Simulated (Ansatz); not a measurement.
The starting structures come from a database of crystals and need not be the phases stable at ambient conditions.

Tunnelling through a barrier is set by its complex band structure: the current falls as exp(−2κd) with the smallest κ.

Given:

```
BP
1.0
    5.52233     0.00000     0.00000
    2.76117     5.52505     0.00000
    2.76117    -0.45997     1.52636
B P
2 2
Direct
  0.83292   0.50041   0.50041
  0.66626   0.00041   0.00041
  0.45874   0.87459   0.87459
  0.29208   0.37459   0.37459
```

Space group of this cell: P6_3mc, wurtzite. The cell is taken as given.

Transport runs along the normal of the first two printed cell vectors, the (111) plane of the conventional cell.

The gap is the functional's own, uncorrected, and κ follows it; spin-orbit coupling is left out. Mid-gap values are interpolated between the computed energies.

Question: Predict the band gap and the smallest decay constant κ at mid-gap from r2SCAN in Ansatz (a program for electronic structure).

Answer: Gap 1.22 eV on a 20×20×20 mesh; κ = 0.153 1/Å, at (0.000, 0.500) of the in-plane reciprocal vectors. At the zone centre, at the nearest computed energy, the slowest state has κ = 0.17 1/Å.
